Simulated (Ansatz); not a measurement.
Start from CdTe in the zinc blende structure (space group F-43m, No. 216; a = 6.5576 Å).

Method: r2SCAN, PAW, 500 eV (Ansatz, a first-principles code; no SOC).

For the base:

```
Property                                 Value
-----------------------------  ---------------
Electron mass                  0.090 mₑ (at Γ)
Width of the top valence band          2.09 eV
```

Modification: every lattice vector is shortened by 0.84 %, atoms relaxed at fixed cell.

Question: What happens to the energy relative to the base, mean gap deformation potential ΔEg/Δln V, electron mass and width of the top valence band?

Answer: The energy rises by 2.9 meV/atom; the mean gap deformation potential ΔEg/Δln V amounts to -3.2 eV; the electron mass changes from 0.090 mₑ (at Γ) to 0.093 mₑ (at Γ); the width of the top valence band rises by 0.10 eV to 2.19 eV.

Spin-orbit coupling, missing from the scalar runs, can matter with Te. The cells carry an imposed strain or load. Masses are band curvatures over ±0.01 Å⁻¹ around the edge. No phonon test of stability was made.
